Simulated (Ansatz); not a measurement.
# Response to strain in hypothetical anti-fluorite Tl2S

Start from Tl$_{2}$S in the anti-fluorite structure (space group Fm-3m, No. 225; a = 7.150 Å; a hypothetical phase, not in the database extracts checked). Axes: x, y, z lie along the cube axes.

Strains are applied to the cell and any free atomic positions relax; under biaxial strain the out-of-plane vector relaxes too; under stress the whole cell relaxes.

Calculations: PBEsol (Ansatz, an electronic-structure program, PAW, spin-orbit coupling left out).

Notes on the quantities. energy relative to the base: free energy F; pressure: mean of the normal stresses, compression positive.

```json
[
 {"change": "base", "energy relative to the base": "0 meV/atom", "pressure": "0.0 GPa", "shortest interatomic distance": "3.096 Å", "space group": "Fm-3m (No. 225)"},
 {"change": "biaxial strain −0.88 %, plane normal [001], relaxed out of plane", "energy relative to the base": "+0.4 meV/atom", "pressure": "0.2 GPa", "shortest interatomic distance": "3.091 Å", "space group": "I4/mmm (No. 139)"},
 {"change": "biaxial strain +1.06 %, plane normal [001], relaxed out of plane", "energy relative to the base": "+0.6 meV/atom", "pressure": "-0.2 GPa", "shortest interatomic distance": "3.104 Å", "space group": "I4/mmm (No. 139)"},
 {"change": "biaxial strain +3.68 %, plane normal [001], relaxed out of plane", "energy relative to the base": "+7.4 meV/atom", "pressure": "-0.7 GPa", "shortest interatomic distance": "3.129 Å", "space group": "I4/mmm (No. 139)"},
 {"change": "biaxial strain −0.67 %, plane normal [110], relaxed out of plane", "energy relative to the base": "0.0 meV/atom", "pressure": "0.0 GPa", "shortest interatomic distance": "3.083 Å", "space group": "Immm (No. 71)"},
 {"change": "uniaxial strain ε_xx = −3.65 %", "energy relative to the base": "+5.0 meV/atom", "pressure": "1.2 GPa", "shortest interatomic distance": "3.059 Å", "space group": "I4/mmm (No. 139)"},
 {"change": "uniaxial strain ε_yy = −3.65 %", "energy relative to the base": "+5.0 meV/atom", "pressure": "1.2 GPa", "shortest interatomic distance": "3.059 Å", "space group": "I4/mmm (No. 139)"},
 {"change": "uniaxial strain ε_yy = −2.19 %", "energy relative to the base": "?", "pressure": "?", "shortest interatomic distance": "?", "space group": "I4/mmm (No. 139)"},
 {"change": "uniaxial strain ε_yy = +5.47 %", "energy relative to the base": "+9.5 meV/atom", "pressure": "-1.4 GPa", "shortest interatomic distance": "3.154 Å", "space group": "I4/mmm (No. 139)"},
 {"change": "uniaxial stress, 1 GPa tension along x", "energy relative to the base": "+5.2 meV/atom", "pressure": "–", "shortest interatomic distance": "3.111 Å", "space group": "I4/mmm (No. 139)"}
]
```

**Question.** What belongs in the blanks?

**Answer.** 
- uniaxial strain ε_yy = −2.19 %, energy relative to the base: +1.7 meV/atom
- uniaxial strain ε_yy = −2.19 %, pressure: 0.7 GPa
- uniaxial strain ε_yy = −2.19 %, shortest interatomic distance: 3.074 Å

The mesh was chosen for an insulator and is coarse for the gapless case. Beyond what the load breaks, stability against distortions was not tested. All final runs are without spin polarisation.
